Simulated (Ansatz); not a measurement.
Band structure of LiHfSe2 (P-3m1, 4 atoms in the cell).

```
LiHfSe2
1.0
    3.70598     0.00000     0.00000
   -1.85299     3.20947     0.00000
    0.00000     0.00000     6.59956
Li Hf Se
1 1 2
Direct
  0.00000   0.00000   0.50000
  0.00000   0.00000   0.00000
  0.33333   0.66667   0.24830
  0.66667   0.33333   0.75170
```

Level of theory: PBEsol, PAW files made with PBE (plane waves; Ansatz, a program for electronic structure).

Settings: kpoints.mp_grid.grid = 10 10 5; hamiltonian.xc = pbesol; hamiltonian.pseudopotentials = {kind: paw} (the program's default PAW files); scf.occupations.method = gaussian; scf.occupations.width = 0.136 eV; kpoints.band_path.npoints = 8.

The starting cell comes from a database of computed structures (which also holds hypothetical and non-ambient phases and stackings), without a prior relaxation at this level. Spin-orbit coupling is off.

Levels in eV from the Fermi level, bands 27 to 34:
```tsv
point	27	28	29	30	31	32	33	34
Γ	-3.50	-2.24	-1.44	-1.44	0.09	0.60	0.60	2.31
M	-4.36	-4.27	-3.60	-2.88	-0.78	2.63	2.77	2.92
K	-5.20	-4.12	-4.12	-4.04	1.30	1.88	1.88	2.74
A	-3.47	-3.47	-1.53	-1.53	0.53	0.53	0.62	3.55
L	-4.51	-3.86	-2.98	-2.46	-1.15	2.52	2.61	2.81
H	-5.37	-4.33	-3.77	-3.77	0.97	0.97	1.32	4.13
```

Bands cross the Fermi level along this path, so the cell is metallic at this level.

Keys are those of Ansatz 0.2.
